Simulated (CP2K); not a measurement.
CP2K run on ScGe (Cmcm, 4 atoms in the cell): self-consistent single point.

Method: CP2K with LDA (Pade form), GPW, DZVP-MOLOPT-SR-GTH basis, GTH-PADE potentials (GTH_POTENTIALS).

```xyz
4
Lattice="5.3005 0.0000 0.0000 -3.8576 3.6352 0.0000 0.0000 0.0000 3.6821" Properties=species:S:1:pos:R:3 pbc="T T T"
Sc     4.0459     0.4980     2.7616
Sc    -2.6030     3.1372     0.9205
Ge     1.5412     1.4922     2.7616
Ge    -0.0983     2.1430     0.9205
```

Reference input (self-consistent single point, DFT PBEsol, GPW, DZVP-MOLOPT-SR-GTH basis, GTH-PBE potentials (GTH_POTENTIALS)): CUTOFF = 600 Ry; REL_CUTOFF = 50 Ry; SMEAR/METHOD = FERMI_DIRAC; ELECTRONIC_TEMPERATURE = 1160.45 K; KPOINTS/SCHEME = MONKHORST-PACK 7 7 7; XC_FUNCTIONAL = PBE:PBESOL; Sc/BASIS_SET = DZVP-MOLOPT-SR-GTH; Sc/POTENTIAL = GTH-PBE-q11; Ge/BASIS_SET = DZVP-MOLOPT-SR-GTH; Ge/POTENTIAL = GTH-PBE-q4; METHOD = GPW; EPS_DEFAULT = 1e-10. This run's input differs from it in these lines:

```diff
@@ -43,6 +43,3 @@
     &XC
-      &XC_FUNCTIONAL
-        &PBE
-          PARAMETRIZATION PBESOL
-        &END PBE
+      &XC_FUNCTIONAL PADE
       &END XC_FUNCTIONAL
@@ -79,3 +76,3 @@
       BASIS_SET DZVP-MOLOPT-SR-GTH
-      POTENTIAL GTH-PBE-q11
+      POTENTIAL GTH-PADE-q11
     &END KIND
@@ -83,3 +80,3 @@
       BASIS_SET DZVP-MOLOPT-SR-GTH
-      POTENTIAL GTH-PBE-q4
+      POTENTIAL GTH-PADE-q4
     &END KIND
```

The program printed (abridged):

```
 SCF WAVEFUNCTION OPTIMIZATION

  Step     Update method      Time    Convergence         Total energy    Change
     1 NoMix/Diag. 0.30E+00      -     1.86315715      -102.3085375092 -1.02E+02
     2 Broy./Diag. 0.30E+00      -     0.01692772      -101.9937518041  3.15E-01
     3 Broy./Diag. 0.30E+00      -     0.02506448      -101.5782373631  4.16E-01
     4 Broy./Diag. 0.30E+00      -     0.01098418      -101.3428412036  2.35E-01
     5 Broy./Diag. 0.30E+00      -     0.00103621      -101.3923230055 -4.95E-02
     6 Broy./Diag. 0.30E+00      -     0.00061463      -101.3851933532  7.13E-03
     7 Broy./Diag. 0.30E+00      -     0.00007138      -101.3855521365 -3.59E-04
     8 Broy./Diag. 0.30E+00      -     0.00003640      -101.3850635248  4.89E-04
     9 Broy./Diag. 0.30E+00      -     0.00000274      -101.3851897868 -1.26E-04
    10 Broy./Diag. 0.30E+00      -     0.00000299      -101.3851945059 -4.72E-06
    11 Broy./Diag. 0.30E+00      -     0.00000017      -101.3852083437 -1.38E-05
  *** SCF run converged in    11 steps ***

  Overlap energy of the core charge distribution:               0.00000000186359
  Self energy of the core charge distribution:               -194.03345465928129
  Core Hamiltonian energy:                                     47.53996765045396
  Hartree energy:                                              59.73261496036962
  Exchange-correlation energy:                                -14.62175338608405
  Electronic entropic energy:                                  -0.00258291045919
  Fermi energy:                                                 0.31679419130713

  Total energy:                                              -101.38520834367647
  Total energy (extrapolated to T->0):                       -101.38391688844688

                     Mulliken Population Analysis

   [... lines left out ...]

 STRESS| Analytical stress tensor [bar]
 STRESS|                        x                   y                   z
 STRESS|      x        1.43715455910E+04   3.00830886626E+02   1.20092964792E-09
 STRESS|      y        3.00830886626E+02   1.50092167202E+04   6.71459510797E-09
 STRESS|      z        1.20092964792E-09   6.71459510797E-09   1.83793325740E+04
 STRESS| 1/3 Trace                                             1.59200316284E+04
```

The run converged in 11 iterations. Against the reference run the pressure goes from 7.69 to 1.59 GPa and the largest force goes from 0.206 to 0.029 eV/Å.

The starting cell comes from a database of computed structures (which also holds hypothetical and non-ambient phases and stackings), without a prior relaxation at this level. Its lattice was rescaled by a random factor within 2.5 % of one. Values carry the incompleteness of an atom-centred basis.

Cost on one core of a shared machine: roughly 2 min.
